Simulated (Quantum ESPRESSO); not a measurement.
Checking a run of Quantum ESPRESSO on LaMg₁₄Cd (Amm2, 16 atoms in the cell). The aim is a self-consistent single point with DFT, LDA (PZ), plane waves, GBRV 1.5 ultrasoft (LDA) pseudopotentials.

Cell that was meant: a = 10.3668 Å, b = 6.5750 Å, c = 6.5750 Å, α = 59.81°, β = 90.00°, γ = 90.00°.

Part of the input:

```fortran
  ibrav = 0,
  nat = 16,
  ntyp = 3,
  ecutwfc = 6,
  ecutrho = 30,
  occupations = 'smearing',
  smearing = 'cold',
  degauss = 0.019992,
```

The program printed (abridged):

```
     Message from routine setup:
     using ibrav=0 with symmetry is DISCOURAGED, use correct ibrav instead
     G-vector sticks info
   [... lines left out ...]
        k(   12) = (  -0.5000000   1.1860061  -0.2273563), wk =   0.2500000
        k(   13) = (  -0.5000000   0.7906707   0.0000000), wk =   0.1250000
        k(   14) = (  -0.5000000   0.0000000  -0.9094251), wk =   0.0625000

     Dense  grid:     7263 G-vectors     FFT dimensions: (  36,  24,  24)

     Smooth grid:     5179 G-vectors     FFT dimensions: (  32,  20,  20)

     Initial potential from superposition of free atoms

     starting charge     158.2685, renormalised to     163.0000

     negative rho (up, down):  1.638E+01 0.000E+00
     Self-consistent Calculation

     iteration #  1     ecut=     6.00 Ry     beta= 0.70

     negative rho (up, down):  2.611E-01 0.000E+00

     total energy              =   -1370.88942859 Ry
     estimated scf accuracy    <     413.88755963 Ry

     iteration #  2     ecut=     6.00 Ry     beta= 0.70

     negative rho (up, down):  8.661E-02 0.000E+00

     total energy              =   -1390.03218884 Ry
     estimated scf accuracy    <      75.74573673 Ry

     iteration #  3     ecut=     6.00 Ry     beta= 0.70

     negative rho (up, down):  3.256E-02 0.000E+00

     total energy              =   -1395.90230669 Ry
     estimated scf accuracy    <     122.95415572 Ry

   [... 14 blocks of this kind left out ...]

     iteration # 18     ecut=     6.00 Ry     beta= 0.70

     negative rho (up, down):  4.155E-02 0.000E+00

     total energy              =   -1419.20624294 Ry
     estimated scf accuracy    <          1.6E-10 Ry

     iteration # 19     ecut=     6.00 Ry     beta= 0.70

     negative rho (up, down):  4.155E-02 0.000E+00
     End of self-consistent calculation

     the Fermi energy is    11.1223 ev

!    total energy              =   -1419.20624294 Ry
     estimated scf accuracy    <          1.8E-11 Ry
     smearing contrib. (-TS)   =       0.00029647 Ry
     internal energy E=F+TS    =   -1419.20653940 Ry

     convergence has been achieved in  19 iterations

     negative rho (up, down):  4.155E-02 0.000E+00

     Forces acting on atoms (cartesian axes, Ry/au):

     atom    1 type  1   force =     0.00000000    0.00000000    0.04750193
     atom    2 type  2   force =     0.00000000    0.00000000   -0.00397035
     atom    3 type  2   force =     0.00000000    0.00000000   -0.00003642
     atom    4 type  2   force =     0.00000000    0.00451881    0.00859764
   [... lines left out ...]
     Total force =     0.091758     Total SCF correction =     0.000018
   [... lines left out ...]

     negative rho (up, down):  4.155E-02 0.000E+00
          total   stress  (Ry/bohr**3)                   (kbar)     P=   -25284.43
  -0.17145402   0.00000000   0.00000000       -25221.76        0.00        0.00
   0.00000000  -0.17212348   0.00000000            0.00   -25320.24        0.00
   0.00000000   0.00000000  -0.17206278            0.00        0.00   -25311.31

   JOB DONE.
```

Is anything amiss in this input, and did it matter?

The run is not sound. The fault is a basis or grid far too coarse for these potentials. The error of an incomplete plane-wave basis or grid does not cancel at such settings. To fix it, restore the cutoff that the potentials need and check convergence. The run converged in 19 iterations without an error; against the sound input the free energy goes up by 466 eV/atom, the pressure goes from -2.35 to -2528 GPa and the largest force goes from 0.120 to 1.221 eV/Å. The full log also holds: “c_bands:  1 eigenvalues not converged”.

An input that runs soundly differs in these lines (not the only fix; some lines may just follow from the change or write a value another way):
```diff
-  ecutwfc = 6,
-  ecutrho = 30,
+  ecutwfc = 40,
+  ecutrho = 200,
```

With that input, the run converged in 16 iterations: free energy E − TS -26770.5312 eV; Fermi level (on the code's own zero) 5.83 eV; pressure -2.35 GPa; largest force (vector length) 0.120 eV/Å (DFT, LDA (PZ), plane waves, GBRV 1.5 ultrasoft (LDA) pseudopotentials).

On the sound input: the starting cell comes from a database of computed structures (which also holds hypothetical and non-ambient phases and stackings), without a prior relaxation at this level.
